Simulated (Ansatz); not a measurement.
Amorphous cells of 8 compositions: the gap between the highest filled and lowest empty level at the zone centre, by PBE and by a single point of HSE06 on the same geometry (PBE, scalar-relativistic without spin-orbit coupling (plane waves to 420 eV, PAW; Ansatz, a program for electronic structure); exact exchange cut at the cells' faces). The networks come from melt-quench runs on the CHGNet potential at compositions and starting densities chosen by hand, with anions pushed apart in the CHGNet dynamics, and DFT then relaxed them. The cells are small and were quenched far faster than real films, so single cells scatter. Defect or tail levels can set these gaps. The rows are the first to finish with both values and no moments.

```csv
cell,PBE gap x (eV),HSE06 gap y (eV)
"A (In24O39Y2, 6.40 g/cm3)",0.63,1.98
"B (In24O39La2, 6.51 g/cm3)",0.74,2.11
"C (In24O41Nb2, 6.32 g/cm3)",0.80,2.24
"D (Si24O49Cu2, 2.34 g/cm3)",1.96,3.54
"E (Si24O49K2, 2.25 g/cm3)",2.73,4.36
"F (Si24O49Ba, 2.35 g/cm3)",4.01,5.63
"G (Si24O49Li2, 2.17 g/cm3)",4.50,withheld
"H (Si24O49Be, 2.20 g/cm3)",5.06,6.84
```

**Question.** Fit a straight line through the 7 full rows and predict the withheld value for G (Si24O49Li2, 2.17 g/cm3).

**Answer.** Means: x = 2.276, y = 3.814. Slope = Σ(Δx Δy) / Σ(Δx²) = 19.87 / 18.31 = 1.09; the r.m.s. residual is 0.048. Prediction: 3.814 + 1.09 × (4.50 − 2.276) = 6.23. The run gave 6.28, 0.05 above the line.
